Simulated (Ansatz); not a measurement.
Data:

End structure of a constructed model of the (100) surface of fcc Pt, a pseudomorphic layer of Mg in the host's stacking (bottom of the slab: a bare face, its two planes held):

```
CELL_PARAMETERS angstrom
      2.80721     0.00000     0.00000
      0.00000     2.80721     0.00000
      0.00000     0.00000    28.50000
ATOMIC_POSITIONS crystal
  Pt 0.50000 0.50000 0.28903
  Pt 0.00000 0.00000 0.35868
  Pt 0.50000 0.50000 0.42781
  Pt 0.00000 0.00000 0.49709
  Pt 0.50000 0.50000 0.56672
  Pt 0.00000 0.00000 0.63922
  Mg 0.50000 0.50000 0.70218
```

Model: 7-atom slab, 12.0 Å thick at the start, 13x13x1 mesh, Fermi-Dirac 0.1 eV, dipole correction, 2 atoms held, the rest relaxed; held to the start's symmetry, so lower structures may exist; no spin, no spin-orbit, no U. It is one candidate, not shown to be the stable structure of the face.

Question: Predict the work function of the top face from PBE (Ansatz, a first-principles code).

Answer: 3.83 eV
